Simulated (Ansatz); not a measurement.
The reference is HfO$_{2}$ in the fluorite structure (space group Fm-3m, No. 225; a = 5.059 Å). Axes: x, y, z lie along the cube axes.

The values are results of r2SCAN (Ansatz, a quantum-chemistry and plane-wave program; PAW; 500 eV plane waves; spin-orbit coupling left out), earlier PAW set, not measurements.

Strains are applied to the cell and any free atomic positions relax; under biaxial strain the out-of-plane vector relaxes too; under stress the whole cell relaxes.

One change was made to it. Results:

| quantity | base | after |
|---|---|---|
| band gap | 4.30 eV | 4.28 eV |
| energy relative to the base (free energy F) | 0 meV/atom | +2.6 meV/atom |
| volume per atom | 10.79 Å³ | 10.89 Å³ |

**Question.** What was done to the base?
A. strain tensor (xx, yy, zz, yz, xz, xy) = (−1.07, −0.86, +1.72, +0.22, −1.12, −1.78) %
B. biaxial strain +4.62 %, plane normal [001], relaxed out of plane
C. uniaxial stress, 1 GPa compression along x
D. biaxial strain +1.10 %, plane normal [111], relaxed out of plane
E. uniaxial stress, 3 GPa tension along z

**Answer.** D, biaxial strain +1.10 %, plane normal [111], relaxed out of plane. For comparison, the energy relative to the base in the other runs: strain tensor (xx, yy, zz, yz, xz, xy) = (−1.07, −0.86, +1.72, +0.22, −1.12, −1.78) % gives +13 meV/atom; uniaxial stress, 1 GPa compression along x gives +0.1 meV/atom; biaxial strain +4.62 %, plane normal [001], relaxed out of plane gives +88 meV/atom; uniaxial stress, 3 GPa tension along z gives +0.5 meV/atom.

Spin-orbit coupling, missing from the scalar runs, can matter with Hf. Beyond what the load breaks, stability against distortions was not tested. This is not the structure that HfO2 has at room temperature and ambient pressure.
